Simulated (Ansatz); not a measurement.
Candidates (primitive cells; geometry: cell and atoms relaxed with PBEsol):
A. CdF2 (Fm-3m), a = b = c = 3.8070 Å, α = β = γ = 60.00°
B. CdSe (F-43m), a = 4.3002 Å, b = 4.3002 Å, c = 4.3002 Å, α = 60.00°, β = 60.00°, γ = 60.00°
C. CdS (P6_3mc), a = 4.124 Å, b = 4.124 Å, c = 6.709 Å, α = 90.00°, β = 90.00°, γ = 120.00°

### Question
Order them by electron conductivity mass (highest first) at the level r2SCAN, rigid bands run with Ansatz (a program for electronic structure).

### Answer
A (0.41 mₑ), C (0.172 mₑ), B (0.107 mₑ)

Masses are for dilute carriers at 300 K, harmonic means over directions unless an axis is named. Spin-orbit coupling is left out.

Formula and space group known from diffraction (Crystallography Open Database), not checked to be the room-temperature form: CdF2 (Fm-3m).
